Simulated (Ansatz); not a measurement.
Start from SrTiO₃ in the cubic perovskite structure (space group Pm-3m, No. 221).

```
CELL_PARAMETERS angstrom
      3.89106     0.00000     0.00000
      0.00000     3.89106     0.00000
      0.00000     0.00000     3.89106
ATOMIC_POSITIONS crystal
  Sr 0.00000 0.00000 0.00000
  Ti 0.50000 0.50000 0.50000
  O  0.00000 0.50000 0.50000
  O  0.50000 0.50000 0.00000
  O  0.50000 0.00000 0.50000
```

Computed with PBEsol/PAW in Ansatz (a quantum-chemistry and plane-wave program), without spin-orbit coupling.

```csv
level,lattice parameter a
PBEsol,3.891 Å
```

Problem. From these computed values, estimate the measured ones, and say how each level misses.

Solution. Measured: lattice parameter a 3.89 Å (0 K or low temperature; corrected from measurement; as listed in D. I. Bilc et al., Physical Review B (2008)). Computed minus measured — lattice parameter a: PBEsol +0.0 %.

Whether these cells are dynamically stable was not tested. The final runs are not spin-polarised. Many cubic perovskites are stable only at high temperature; tilts and polar distortions were not tested.
